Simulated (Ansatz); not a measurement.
The reference is MoS₂ in the 3R-MoS2 type structure (space group R3m, No. 160; layered, stacked along the Cartesian z axis).

```xyz
3
Lattice="1.5877 0.9167 6.1953 -1.5877 0.9167 6.1953 0.0000 -1.8333 6.1953" Properties=species:S:1:pos:R:3 pbc="T T T"
Mo     0.0000     0.0000     0.0001
S      0.0000     0.0000    13.9450
S      0.0000     0.0000    10.8357
```

Cartesian axes are those of the cell as printed.

Method: r2SCAN+rVV10 in Ansatz (plane waves to 500 eV, PAW, scalar-relativistic without spin-orbit coupling), earlier PAW set.

Base values:

- Band gap: 1.02 eV
- Pressure: 0.00 GPa
- Gap character: indirect, T → k = (0.167, -1/2, -0.167) in the run's primitive reciprocal basis

Now apply this change: compressive biaxial strain of 3.33 % in the plane normal to [001], as in epitaxy on a mismatched substrate; the out-of-plane cell vector and the atoms relax.

**Question.** Estimate the effect on the band gap.

**Answer.** The band gap grows by 0.191 eV (1.02 eV → 1.22 eV).

**Question.** What happens to the pressure?

**Answer.** The pressure (mean of the normal stresses, compression positive) goes from zero to 7.13 GPa.

**Question.** What does the calculation give for the gap character after the change?

**Answer.** The gap character changes from indirect, T → k = (0.167, -1/2, -0.167) in the run's primitive reciprocal basis to indirect, T → Γ–S₀ (56 % along).

Whether these cells are dynamically stable was not tested.

Ansatz is a quantum-chemistry and plane-wave program.
